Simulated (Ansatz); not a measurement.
Consider the following.

```xyz
8
Lattice="3.7644 0.0000 0.0000 -1.8822 3.2601 0.0000 0.0000 0.0000 16.1965" Properties=species:S:1:pos:R:3 pbc="T T T"
Ga     0.0000     2.1734     2.8145
Ga     1.8822     1.0867    10.9127
Ga     1.8822     1.0867    13.3819
Ga     0.0000     2.1734     5.2837
S      0.0000     2.1734     9.8978
S      1.8822     1.0867     1.7996
S      1.8822     1.0867     6.2986
S      0.0000     2.1734    14.3969
```

No spin polarisation.

All numbers come from Ansatz (a quantum-chemistry and plane-wave program) PBE-D3(BJ), no spin-orbit coupling. Settings: 11×11×3 k-points, 0.05 eV Fermi–Dirac smearing.

Question: Predict the pressure and space group.

Answer: The pressure (mean of the normal stresses, compression positive) is -39.6 kbar and the space group is P6_3/mmc (No. 194).

The cells carry an imposed strain or load. Whether these cells are dynamically stable was not tested. The cell was made from GaS in the beta-GaS type structure (space group P6_3/mmc, No. 194; layered, stacked along the Cartesian z axis) by this change: isotropic strain +4.84 %.
